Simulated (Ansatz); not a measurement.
# ZrBr3 (P6₃/mcm, No. 193; cell taken from a computed entry)

All values below come from PBEsol (Ansatz, an electronic-structure program, plane waves, PAW).

Numerical settings: plane-wave cutoff 500 eV, 12×12×6 k mesh (along the axes of the cell as run), Fermi–Dirac smearing 0.05 eV, scalar-relativistic PAW data made under PBE.

Cell: relaxed at this level.

```json
{
 "volume_per_atom": "31.79 Å³/atom",
 "equilibrium_lattice_constant_a": "6.909 Å",
 "c axis length": "6.151 Å",
 "band_gap": "zero (no gap)"
}
```

Note: the relaxation could not lower the start's symmetry, so the cell can be a saddle point above a distorted one.

Spin–orbit coupling is not included.

Computed values are for the static lattice.

Cost on a shared machine: about 10 core-minutes (a rough figure).
